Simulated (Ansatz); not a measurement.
The reference is TiC in the rock salt structure (space group Fm-3m, No. 225; a = 4.2934 Å; relaxed with 0.1 eV smearing). Axes: x, y, z lie along the cube axes.

Method: Ansatz (a first-principles code) PBEsol, no spin-orbit coupling.

Strains are applied to the cell and any free atomic positions relax; under biaxial strain the out-of-plane vector relaxes too.

One change was made to it. Results:

```tsv
quantity	base	after
volume per atom	9.89 Å³	9.74 Å³
energy relative to the base (free energy F)	0 meV/atom	+4.0 meV/atom
```

Q: What was done to the base?
A. biaxial strain +1.50 %, plane normal [001], relaxed out of plane
B. biaxial strain +2.50 %, plane normal [001], relaxed out of plane
C. biaxial strain −1.50 %, plane normal [001], relaxed out of plane
D. biaxial strain −1.00 %, plane normal [001], relaxed out of plane
E. biaxial strain −2.00 %, plane normal [001], relaxed out of plane

A: D, biaxial strain −1.00 %, plane normal [001], relaxed out of plane. For comparison, the energy relative to the base in the other runs: biaxial strain −1.50 %, plane normal [001], relaxed out of plane gives +9.1 meV/atom; biaxial strain +2.50 %, plane normal [001], relaxed out of plane gives +22 meV/atom; biaxial strain +1.50 %, plane normal [001], relaxed out of plane gives +8.2 meV/atom; biaxial strain −2.00 %, plane normal [001], relaxed out of plane gives +17 meV/atom.

Whether these cells are dynamically stable was not tested. All final runs are without spin polarisation.
